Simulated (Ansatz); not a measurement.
**CdSe, pressure series**

Consider CdSe in the wurtzite structure (space group P6_3mc, No. 186).

```
CdSe
1.0
    4.38272     0.00000     0.00000
   -2.19136     3.79554     0.00000
    0.00000     0.00000     7.15447
Cd Se
2 2
Direct
  0.66667   0.33333   0.00047
  0.33333   0.66667   0.50047
  0.66667   0.33333   0.62473
  0.33333   0.66667   0.12473
```

Cell and atoms are relaxed at each pressure.

All numbers come from PBE (Ansatz, a first-principles code, PAW, scalar-relativistic without spin-orbit coupling).

```json
[
 {"P (GPa)": "-2.02", "V (Å³/atom)": "31.311"},
 {"P (GPa)": "-1.02", "V (Å³/atom)": "30.483"},
 {"P (GPa)": "0.30", "V (Å³/atom)": "29.560"},
 {"P (GPa)": "0.70", "V (Å³/atom)": "29.310"},
 {"P (GPa)": "1.49", "V (Å³/atom)": "28.846"},
 {"P (GPa)": "3.00", "V (Å³/atom)": "28.059"},
 {"P (GPa)": "5.00", "V (Å³/atom)": "27.173"},
 {"P (GPa)": "7.50", "V (Å³/atom)": "26.244"},
 {"P (GPa)": "10.00", "V (Å³/atom)": "25.457"}
]
```

A third-order Birch–Murnaghan fit to these points gives V₀ = 29.76 Å³/atom, B₀ = 45 GPa and B₀′ = 4.6. At pressure 10 GPa the volume is 85.5 % of V₀.

Measured bulk modulus of CdSe: 53.4 GPa (temperature not stated; as listed in Michael Grünwald et al., The Journal of Chemical Physics (2012)); the computed value is for a static lattice, so the two differ by thermal effects too.

Between the base and pressure 5 GPa the gap moves from 0.54 eV to 0.74 eV, a mean slope of 39 meV/GPa.

Load acts through the strain it causes; cell and atoms are relaxed under it. Stability against distortions was not tested. Measured, CdSe leaves this structure (for rock salt) near 2.72 GPa (temperature not stated; as listed in Datta, Sujoy, Jana, Debnarayan, arXiv (2020)), on rising pressure, with hysteresis.
